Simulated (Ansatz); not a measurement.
Amorphous Hf18O39Ga2

A CHGNet melt-quench gave the starting glass, which DFT then relaxed. O atoms were pushed apart under 1.9 Å during the dynamics, to hinder bonds among them. The hot cell started wider than the set density and was brought back towards it in steps. It is the lowest in DFT energy of 2 quenches. It is a model cell: composition and starting density were chosen by hand, and all elements were melted together. No dispersion term was used.

Methods: PBE, scalar-relativistic without spin-orbit coupling (Ansatz, an electronic-structure program); r2SCAN, scalar-relativistic without spin-orbit coupling (Ansatz); HSE06, scalar-relativistic without spin-orbit coupling (Ansatz). Geometry, pressure, stress and energy are those of the PBE run. Its sampling: a 2×2×2 Γ-centred mesh; Fermi-Dirac width 0.02 eV; no spin polarisation. Other functionals are single points at the zone centre (r2SCAN at 500 eV; exact exchange cut at the cell's faces), free to take moments where seeds were set. At PBE the levels at the filled edge of the gap are localised (band-tail or defect states), and the nearest spread-out levels lie 3.8 eV apart at the zone centre.

```json
{
 "number_of_atoms_in_the_cell": "59",
 "Density (held, not predicted)": "8.70 g/cm^3",
 "volume_per_atom": "12.86 Å^3",
 "Pressure on a 2×2×2 Γ-centred mesh": "-0.37 GPa",
 "Largest force and stress component on that mesh (the relaxation ran on the zone centre alone)": "0.10 eV/Å and 2.2 GPa",
 "Energy relative to HfO2 (P2_1/c) + beta Ga2O3 (lowest mix at this level among the phases computed, not always the ambient ones)": "0.188 eV/atom",
 "Level gap on a 2×2×2 Γ-centred mesh (PBE)": "3.52 eV",
 "Level gap at the zone centre (PBE)": "3.57 eV",
 "Level gap at the zone centre (r2SCAN)": "4.05 eV",
 "Level gap at the zone centre (HSE06)": "5.11 eV"
}
```

Cut-offs for bonds: Hf-Hf 3.34 Å, Hf-O 2.72 Å, Hf-Ga 3.01 Å, O-O 1.58 Å, O-Ga 2.26 Å, Ga-Ga 2.68 Å. Two cations that share two anions don't count as bonded, nor two that share one unless they lie closer than Hf-Hf 3.25 Å, Hf-Ga 2.93 Å, Ga-Ga 2.61 Å.

The mean coordination of Hf by anions comes out as 6.28 (13 with 6, 5 with 7) and the mean coordination of O is 3.13 (4 with 2, 26 with 3, 9 with 4). The mean coordination of Ga by anions is 4.50 (1 with 4, 1 with 5) and the mean Hf-O bond is 2.150 Å (spread 0.134 Å, 113 counted). The mean O-Ga bond is 1.921 Å (spread 0.090 Å, 9 counted).

Its density started from a set value of 8.70 g/cm³. The quench (nominally 300 K/ps over its main leg) was far faster than any real one, so the model tends to hold more defects than a real film. One small periodic cell is one sample of the glass; other quenches scatter about these values. The volume was held where the preparation left it, at a PBE pressure of -0.4 GPa (tension). Stress components on the final sampling reach 2.2 GPa.
